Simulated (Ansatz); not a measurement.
Consider a periodic stack without vacuum, cubic BaHfO3 (0 0 1) on zinc-blende InAs (0 0 1) (film strained to the substrate, faces as cut): substrate slab As5In6, film Ba3O7Hf2, surface cells [[1, 0], [1, 1]] and [[0, 1], [-1, 0]], film strained by +4.0 and +4.0 %, faces In/In and BaO/BaO as cut (like faces can put a slab off its formula). Its start:

```yaml
crystal:
  lattice:
    - [4.37394, 0.00000, 0.11162]
    - [0.00000, 4.37394, 0.08939]
    - [1.83102, 1.67859, 27.78876]
  atoms:
    - { symbol: As, position: [0.15916, 0.57776, 0.08571] }
    - { symbol: As, position: [0.92589, 0.41447, 0.31448] }
    - { symbol: As, position: [0.49669, 0.97713, 0.20138] }
    - { symbol: As, position: [0.74635, 0.21776, 0.54367] }
    - { symbol: As, position: [0.35910, 0.85185, 0.42710] }
    - { symbol: In, position: [0.02710, 0.05283, 0.14650] }
    - { symbol: In, position: [0.68803, 0.39227, 0.03896] }
    - { symbol: In, position: [0.89626, 0.88557, 0.37061] }
    - { symbol: In, position: [0.45822, 0.44366, 0.25826] }
    - { symbol: In, position: [0.01313, 0.69951, 0.58139] }
    - { symbol: In, position: [0.27160, 0.32473, 0.48170] }
    - { symbol: Ba, position: [0.43368, 0.15854, 0.66459] }
    - { symbol: O, position: [0.94134, 0.64470, 0.66267] }
    - { symbol: Ba, position: [0.33941, 0.07174, 0.81056] }
    - { symbol: Hf, position: [0.88565, 0.62024, 0.73619] }
    - { symbol: O, position: [0.39829, 0.61322, 0.73692] }
    - { symbol: O, position: [0.89203, 0.10845, 0.73695] }
    - { symbol: O, position: [0.85657, 0.57564, 0.81075] }
    - { symbol: Ba, position: [0.24191, 0.96945, 0.95745] }
    - { symbol: Hf, position: [0.79051, 0.52099, 0.88520] }
    - { symbol: O, position: [0.30962, 0.53244, 0.88464] }
    - { symbol: O, position: [0.80077, 0.03976, 0.88483] }
    - { symbol: O, position: [0.77391, 0.51249, 0.95862] }
```

The start was prepared with a machine-learned potential, and the result is one local minimum, with the in-plane cell held and forces under 0.04 eV/Å; the film can end far from its bulk form.

Level of theory: PBE (plane waves to 420 eV, PAW; Ansatz, an electronic-structure program). No spin–orbit coupling; PBE gaps are too small against experiment. Its k-point mesh 5×5×1, Fermi–Dirac width 0.05 eV.

Question: Predict the relaxed interface.

Answer: 
```
Quantity                                                                                           Result
--------------------------------------------------------------------------------  -----------------------
interface area                                                                                    19.1 Å²
period                                                                                            27.34 Å
gaps between the outermost planes at the two interfaces                                   2.24 and 2.24 Å
Ba–In contacts across the interfaces within 1.22 times the sum of covalent radii           8, mean 3.87 Å
As–Ba contacts across the interfaces within 1.22 times the sum of covalent radii           2, mean 3.48 Å
In–O contacts across the interfaces within 1.22 times the sum of covalent radii            2, mean 2.32 Å
spin-polarised check at this geometry                                             falls back to no moment
```
